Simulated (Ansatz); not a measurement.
GeS (model structure, started from the litharge type, P4/nmm, No. 129, 4 atoms in the cell), treated with PBE+SOC in Ansatz (plane waves, PAW).

Run with plane-wave cutoff 520 eV, 12×12×14 k mesh (along the axes of the cell as run), Fermi–Dirac smearing 0.05 eV, PAW data made under PBE.

Cell (relaxed with PBE-D3(BJ)):

```xyz
4
Lattice="4.6255 0.0000 0.0000 0.0000 4.6255 0.0000 0.0000 0.0000 3.9758" Properties=species:S:1:pos:R:3 pbc="T T T"
Ge     2.3127     0.0000     1.0893
Ge     0.0000     2.3127     2.8864
S      0.0000     0.0000     0.0000
S      2.3127     2.3127     0.0000
```

Question: What does this level give for the band gap and Γ–Γ gap?

Answer: 
* **band gap**: 0.33 eV (on the SCF k mesh)
* **Γ–Γ gap**: 2.14 eV

Note: the relaxation could raise the start's symmetry but not lower it, so the cell can be a saddle point; cell and atoms aren't relaxed at this level (pressure 1.1 GPa).

It cost around 3 core-minutes (rough) of CPU time.

A model structure was made by putting elements into a prototype or built by hand; it is no filed structure, need not be a known phase, and can be a saddle point held by its symmetry.

Ansatz is a quantum-chemistry and plane-wave program.
